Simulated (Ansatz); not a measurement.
We consider MgCO₃ (R-3c, No. 167), described by BLYP in Ansatz (PAW).

Run with plane-wave cutoff 520 eV, 10×10×10 k mesh, Fermi–Dirac smearing 0.01 eV, scalar-relativistic PAW data made under PBE.

Properties against volume:

Shape and atoms are relaxed at each volume.

```json
[
 {"V (Å³/atom)": "9.448", "P (GPa)": "4.30", "direct gap at Γ (eV)": "5.809", "smallest gap on the k mesh (eV)": "5.105", "c (Å)": "15.043"},
 {"V (Å³/atom)": "9.645", "P (GPa)": "2.03", "direct gap at Γ (eV)": "5.828", "smallest gap on the k mesh (eV)": "5.069", "c (Å)": "15.205"},
 {"V (Å³/atom)": "9.842", "P (GPa)": "0.00", "direct gap at Γ (eV)": "5.847", "smallest gap on the k mesh (eV)": "5.031", "c (Å)": "15.368"},
 {"V (Å³/atom)": "10.039", "P (GPa)": "-1.80", "direct gap at Γ (eV)": "5.867", "smallest gap on the k mesh (eV)": "4.992", "c (Å)": "15.528"},
 {"V (Å³/atom)": "10.236", "P (GPa)": "-3.43", "direct gap at Γ (eV)": "5.885", "smallest gap on the k mesh (eV)": "4.950", "c (Å)": "15.685"}
]
```

The fundamental gap (5.03 eV at the equilibrium volume, with added k points) lies elsewhere than Γ–Γ.

Note: the volume lies 6 % above that of the published cell; the bulk modulus comes from volumes at which shape and atoms were relaxed.

Ansatz is a first-principles code.
